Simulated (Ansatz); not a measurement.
Amorphous hafnium silicate (Hf$_{18}$O$_{38}$Si), 57 atoms at 8.46 g/cm³, one PBE-relaxed geometry, zone centre. Methods: PBE, scalar-relativistic without spin-orbit coupling (Ansatz, an electronic-structure program); r2SCAN, scalar-relativistic without spin-orbit coupling (Ansatz); HSE06, scalar-relativistic without spin-orbit coupling (Ansatz). Plane waves to 420 eV (r2SCAN 500 eV); exact exchange is cut at the cell's faces. At PBE the levels at the filled edge of the gap are localised (band-tail or defect states). All rungs ran without spin polarisation.

A CHGNet melt-quench gave the starting glass, which DFT then relaxed. O atoms were pushed apart under 1.9 Å during the dynamics, to hinder bonds among them. The hot cell started wider than the set density and was brought back towards it in steps. It is the lowest in DFT energy of 2 quenches. It is a model cell: composition and starting density were chosen by hand, and all elements were melted together. No dispersion term was used. Its density started from a set value of 8.61 and ended at 8.46 g/cm³. Cooling (nominally 380 K/ps over its main leg) ran many orders faster than in experiment, which tends to leave more defects and strain. Values belong to this one cell and scatter from quench to quench. Volume and shape were free in the relaxation.

The relaxation ran on the zone centre alone. At PBE the level gap is 4.07 eV on a 2×2×2 Γ-centred mesh, and the spacing at the zone centre alone 4.12 eV.

### Question
What zone-centre spacing does r2SCAN give, roughly?

### Answer
4.62 eV (+0.50 eV against PBE).

### Question
What zone-centre spacing does HSE06 give, roughly?

### Answer
5.71 eV (+1.59 eV against PBE).

The highest filled and the lowest empty state spread over these numbers of atoms (participation numbers): PBE: 8.1 and 28.2; r2SCAN: 9.5 and 28.5; HSE06: 11.7 and 31.0.
